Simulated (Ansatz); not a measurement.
# PtSb (P6₃/mmc, No. 194, 4 atoms in the cell; start mp-2845)

Method: PBEsol (Ansatz, an electronic-structure program, plane waves, PAW).

Numerical settings: plane-wave cutoff 520 eV, 18×18×10 k mesh (along the axes of the cell as run), Fermi–Dirac smearing 0.05 eV, scalar-relativistic PAW data made under PBE.

Cell (relaxed at this level):

```xyz
4
Lattice="4.1676 0.0000 0.0000 -2.0838 3.6093 0.0000 0.0000 0.0000 5.4750" Properties=species:S:1:pos:R:3 pbc="T T T"
Sb     2.0838     1.2031     4.1062
Sb     0.0000     2.4062     1.3687
Pt     0.0000     0.0000     2.7375
Pt     0.0000     0.0000     0.0000
```

- band gap: none
- bulk modulus: 140 GPa

Note: the relaxation could not lower the start's symmetry, so the cell can be a saddle point above a distorted one; the bulk modulus is −V dP/dV from two relaxed cells at ±2 % in volume.

Spin–orbit coupling is not included; it can open a gap where bands touch, and shift volumes and moduli.

The result took around 5 core-minutes (rough).

A start named mp-… is a Materials Project structure, which need not be a measured phase.
